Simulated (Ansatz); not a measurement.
Input and output of a self-consistent single point for LuAu2 (I4mm, 3 atoms in the cell) (Ansatz, a quantum-chemistry and plane-wave program).

Method of the run: LDA (PW92), default PAW files made with PBE (plane waves; Ansatz).

```xyz
3
Lattice="-1.8316 1.8316 4.4709 1.8316 -1.8316 4.4709 1.8316 1.8316 -4.4709" Properties=species:S:1:pos:R:3 pbc="T T T"
Lu     0.0000     0.0000     0.0500
Au     0.0000     0.0000     5.9369
Au     0.0000     0.0000     3.0050
```

Reference input (self-consistent single point, DFT, LDA (PW92), plane waves, default PAW files made with PBE): basis.ecutwfc = 420 eV; kpoints.mp_grid.grid = 13 13 13; hamiltonian.xc = lda; hamiltonian.pseudopotentials = {kind: paw} (the program's default PAW files); scf.occupations.method = gaussian; scf.occupations.width = 0.1 eV. This run's input differs from it in these lines:

Ansatz 0.2 input:
```diff
@@ -13,3 +13,3 @@
 kpoints:
-  mp_grid: { grid: [13, 13, 13] }
+  mp_grid: { grid: [17, 17, 17] }
 hamiltonian:
@@ -18,3 +18,3 @@
 scf:
-  occupations: { method: gaussian, width: 0.1 }
+  occupations: { method: gaussian, width: 0.3 }
 output:
```

Output, abridged:

```
SCF iter   1: F=—  HF=-40225.519944 eV  |F-HF|=—  |Δ(HF+E_count)|=         —  Δρ=5.85e-3  dr2=1.93e-2  ethr=1.77e-3  ⟨swp⟩=5.3  Hψ=69415  notcnv=0
all-band conjugate gradients solve this SCF's bands
preconditioner: auto → Kerker (q_TF=auto, 2.751 Å⁻¹)
SCF iter   2: F=—  HF=-40225.515431 eV  |F-HF|=—  |Δ(HF+E_count)|=   4.51e-3  Δρ=2.86e-3  dr2=3.69e-3  ethr=3.07e-5  ⟨swp⟩=2.1  Hψ=32432  notcnv=0  defer=1
   [... lines left out ...]
SCF iter   4: F=—  HF=-40225.514514 eV  |F-HF|=—  |Δ(HF+E_count)|=   3.55e-4  Δρ=6.49e-4  dr2=1.92e-4  ethr=6.95e-7  ⟨swp⟩=3.0  Hψ=28254  notcnv=0  defer=1
SCF iter   5: F=—  HF=-40225.514460 eV  |F-HF|=—  |Δ(HF+E_count)|=   5.45e-5  Δρ=1.56e-4  dr2=2.07e-5  ethr=3.05e-7  ⟨swp⟩=2.6  Hψ=29186  notcnv=0  defer=1
SCF iter   6: F=—  HF=-40225.514451 eV  |F-HF|=—  |Δ(HF+E_count)|=   8.35e-6  Δρ=8.17e-5  dr2=3.64e-6  ethr=3.28e-8  ⟨swp⟩=2.0  Hψ=26464  notcnv=0  defer=2
SCF iter   7: F=-40225.514450 eV  HF=-40225.514450 eV  |F-HF|=3.23e-8  |Δ(HF+E_count)|=   1.42e-6  Δρ=1.26e-5  dr2=9.10e-8  ethr=1.59e-10  ⟨swp⟩=11.3  Hψ=120725  notcnv=0
SCF 1 converged in 7 iterations: F = -40225.514450 eV  dr2 = 9.10e-8
Free energy (F): -40225.514450 eV
Internal energy: -40225.471083 eV  (E = F + TS)
E sigma→0 (E₀):  -40225.492766 eV
Entropy (-TS):   -0.043367 eV (-14.456 meV/atom)
Fermi energy:    18.203236 eV
--- Forces (eV/Å), atoms counted from 1 ---
  atom   1  Lu    -0.00000000     0.00000000    -0.30520508
  atom   2  Au     0.00000000    -0.00000000     0.18687140
  atom   3  Au     0.00000000     0.00000000     0.11851094
--- Stress (GPa, compression-positive) ---
       -7.559933      -0.000000      -0.000000
       -0.000000      -7.559933      -0.000000
       -0.000000      -0.000000      -8.669432
  P = ⅓ Tr σ = -7.9298 GPa (-79.298 kbar)
  The stress holds the Pulay correction. Without it, at fixed plane waves, as pw.x and ABINIT print it: P = -7.9719 GPa
```

The run converged in 7 iterations. Against the reference run the free energy goes down by 5.6 meV/atom, the pressure hardly changes (-7.99 to -7.93 GPa) and the largest force stays at 0.305 eV/Å.

The starting cell comes from a database of computed structures (which also holds hypothetical and non-ambient phases and stackings), without a prior relaxation at this level. Its lattice was rescaled by up to half a per cent. One atom was moved a little off its site on purpose. With a pressure of about -8 GPa the cell is away from its equilibrium volume at this level. Ansatz's pressure includes its estimate of the finite-basis (Pulay) stress.

Cost on one core of a shared machine: roughly 2 min.
